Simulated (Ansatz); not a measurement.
An Ansatz (a first-principles code) input (Ansatz PBEsol, no SOC):

Ansatz 0.2 input:
```yaml
crystal:
  lattice:
    - [3.1412683949, 0, 0]
    - [0, 3.1412683949, 0]
    - [0, 0, 3.1412683949]
  atoms:
    - { symbol: Mo, position: [0, 0, 0] }
    - { symbol: W, position: [0.5, 0.5, 0.5] }
basis: { ecutwfc: 420, ecutrho_ratio: 4, xc_grid: 2, fft_grid_basis: typed }
kpoints: { mp_grid: { grid: [15, 15, 15] } }
hamiltonian:
  xc: pbesol
  dispersion: none
  pseudopotentials: { kind: paw }
scf: { occupations: { method: fermi_dirac, width: 0.05 }, convergence: { dr2_threshold: 0.0000000002 } }
output: { forces: true, stress: true }
checkpoint: { write: state.ck, write_every: 1000 }
```

Which symmetry and how many k-points will the program report, and about how many plane waves at Γ?

Space group Pm-3m (ITA 221) with 48 operations, k-points 120 of 3375, and 619 plane waves at Γ.

Each cell is one ordered arrangement of few atoms, which overstates ordering effects compared with a random alloy. Whether these cells are dynamically stable was not tested. The final runs are not spin-polarised. The cell was made from Mo by this change: x(W) = 0.5, 2 atoms, Pm-3m.
